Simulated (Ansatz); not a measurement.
An Ansatz (a quantum-chemistry and plane-wave program) run: GaCuSe2 with a change (biaxial strain +0.67 %, plane normal [001], relaxed out of plane); Kohn–Sham DFT with the PBE functional, run in Ansatz with PAW and 420 eV plane waves, no SOC, earlier PAW set.

Input:

Ansatz 0.2 input:
```yaml
crystal:
  lattice:
    - [5.7100188759, 0, 0]
    - [0, 5.7100188759, 0]
    - [2.8550094379, -2.8550094379, 5.6127171613]
  atoms:
    - { symbol: Cu, position: [0.25, 0.25, 0.5] }
    - { symbol: Cu, position: [0, 0, 0] }
    - { symbol: Ga, position: [0.75, 0.75, 0.5] }
    - { symbol: Ga, position: [0.5, 0.5, 0] }
    - { symbol: Se, position: [0.3687691104, 0.625, 0.75] }
    - { symbol: Se, position: [0.8812308896, 0.125, 0.75] }
    - { symbol: Se, position: [0.125, 0.3687691104, 0.25] }
    - { symbol: Se, position: [0.625, 0.8812308896, 0.25] }
basis: { ecutwfc: 420, ecutrho_ratio: 4, xc_grid: 2, fft_grid_basis: typed }
kpoints: { mp_grid: { grid: [8, 8, 8] } }
hamiltonian:
  xc: pbe
  dispersion: none
  pseudopotentials: { azcp: { folder: ./paw }, kind: paw }
scf: { occupations: { method: fermi_dirac, width: 0.05 } }
relax: { f_tol: 0.005, max_steps: 50, cell: { stress_tol: 0.01, fix: [a, b, gamma] } }
output: { forces: true, stress: true }
checkpoint: { write: state.ck, write_every: 1000 }
```

Output (explanatory and most iteration lines left out):

```
Relaxation: its limit of steps is 50 (relax.max_steps)
Pseudopotential: Cu, paw, valence charge 19
Pseudopotential: Ga, paw, valence charge 13
Pseudopotential: Se, paw, valence charge 16
Crystal: 8 atoms, lattice volume = 182.999 Å³
Basis set: ecut = 420 eV, 3587 PW (Γ), exchange–correlation on 80×80×96 points (8 copies of the dense FFT grid, shifted against one another)
Bands: 77, of which v1, the nominal top of the filled ones, is band 64 counted from 1 (63 counted from 0)
Symmetry: 8 space group operations
Space group: I-42d (ITA 122), of the structure as read, at distance tolerance 5.7e-5 Å
k-points: 59 of 512 (time reversal used)
Functional: x = pbe(κ = 0.804, μ = 0.2195149727645171), c = pbe(β = 0.06672455060314922)
SCF iter   1: F=—  HF=-42697.773466 eV  |F-HF|=—  |Δ(HF+E_count)|=         —  Δρ=5.61e-2  dr2=4.33e0  ethr=3.10e-3  ⟨swp⟩=5.8  Hψ=15111  notcnv=0  defer=2
SCF iter   2: F=—  HF=-42697.017888 eV  |F-HF|=—  |Δ(HF+E_count)|=   7.56e-1  Δρ=4.63e-2  dr2=2.12e0  ethr=3.10e-3  ⟨swp⟩=3.0  Hψ=9186  notcnv=0  defer=375
SCF 1 converged in 11 iterations: F = -42696.592344 eV  dr2 = 9.52e-9
relax step   1: F+E_penalty+E_count = -42696.59234405 eV  Δ(F+E_penalty+E_count) = +0.000e0 eV  max|allowed force component| = 1.965e-2 eV/Å  Δτ_max = 0.0000 Å  P = -0.600 GPa  Ω = 182.999 Å³  fix = [a, b, gamma]  reactions: a -0.725, b -0.725 GPa  (11 SCF iters, dr2 threshold 1.00e-7 eV, accepted)
[... steps on the carried basis left out ...]
relax step   3: F+E_penalty+E_count = -42696.59355189 eV  Δ(F+E_penalty+E_count) = -9.866e-5 eV  max|allowed force component| = 9.819e-5 eV/Å  Δτ_max = 0.0005 Å  P = -0.341 GPa  Ω = 182.199 Å³  energy of the carried Pulay correction = +2.324e-4 eV  fix = [a, b, gamma]  reactions: a -0.512, b -0.512 GPa  (6 SCF iters, dr2 threshold 1.51e-8 eV, accepted)
Crystal: 8 atoms, lattice volume = 182.199 Å³
SCF iter   1: F=—  HF=-42696.593321 eV  |F-HF|=—  |Δ(HF+E_count)|=         —  Δρ=9.24e-6  dr2=4.71e-8  ethr=9.39e-8  ⟨swp⟩=3.0  Hψ=28231  notcnv=0
SCF iter   2: F=—  HF=-42696.593323 eV  |F-HF|=—  |Δ(HF+E_count)|=   2.68e-6  Δρ=2.29e-5  dr2=5.40e-7  ethr=3.68e-11  ⟨swp⟩=2.6  Hψ=9294  notcnv=0
SCF 4 converged in 8 iterations: F = -42696.593323 eV  dr2 = 2.70e-12
SCF converged after 8 iterations
Free energy (F): -42696.593323 eV
Internal energy: -42696.592448 eV  (E = F + TS)
E sigma→0 (E₀):  -42696.592886 eV
Entropy (-TS):   -0.000876 eV (-0.109 meV/atom)
Fermi energy:    8.007643 eV
--- Forces (eV/Å), atoms counted from 1 ---
  atom   1  Cu     0.00000000    -0.00000000     0.00000000
  atom   2  Cu     0.00000000    -0.00000000     0.00000000
  atom   3  Ga     0.00000000    -0.00000000     0.00000000
  atom   4  Ga     0.00000000    -0.00000000    -0.00000000
  atom   5  Se    -0.00012743     0.00000000    -0.00000000
  atom   6  Se     0.00012743     0.00000000     0.00000000
  atom   7  Se     0.00000000    -0.00012743     0.00000000
  atom   8  Se    -0.00000000     0.00012743    -0.00000000
--- Stress (GPa, compression-positive) ---
       -0.511230       0.000000      -0.000000
        0.000000      -0.511230       0.000000
       -0.000000       0.000000       0.001396
  P = ⅓ Tr σ = -0.3404 GPa (-3.404 kbar)
--- Relaxed structure (3 steps of the walk, 3 accepted, 1 SCFs on fresh bases) ---
  cell:  # Å, volume = 182.1987 Å³
    - [5.7100188759, 5.664977972878049e-23, 2.543359847833323e-11]
    - [5.664977986751747e-23, 5.7100188759, -2.5433598509480652e-11]
    - [2.8550094379251094, -2.8550094379251094, 5.588176093880625]
  atoms:
    - { symbol: Cu, position: [0.25, 0.24999999999999997, 0.5000000000000001] }
    - { symbol: Cu, position: [-2.373464510463138e-21, -7.811735498732478e-33, -1.5623470997648868e-32] }
    - { symbol: Ga, position: [0.75, 0.75, 0.5000000000000001] }
    - { symbol: Ga, position: [0.5, 0.5, -1.6362623920779457e-28] }
    - { symbol: Se, position: [0.3692140296027715, 0.625, 0.7500000000000003] }
    - { symbol: Se, position: [0.8807859703972285, 0.12499999999999994, 0.7500000000000001] }
    - { symbol: Se, position: [0.125, 0.36921402960277155, 0.25000000000000006] }
    - { symbol: Se, position: [0.625, 0.8807859703972285, 0.25000000000000006] }
```

No phonon test of stability was made. The final runs are not spin-polarised. The cell was made from GaCuSe₂ in the chalcopyrite structure (space group I-42d, No. 122) by this change: biaxial strain +0.67 %, plane normal [001], relaxed out of plane.
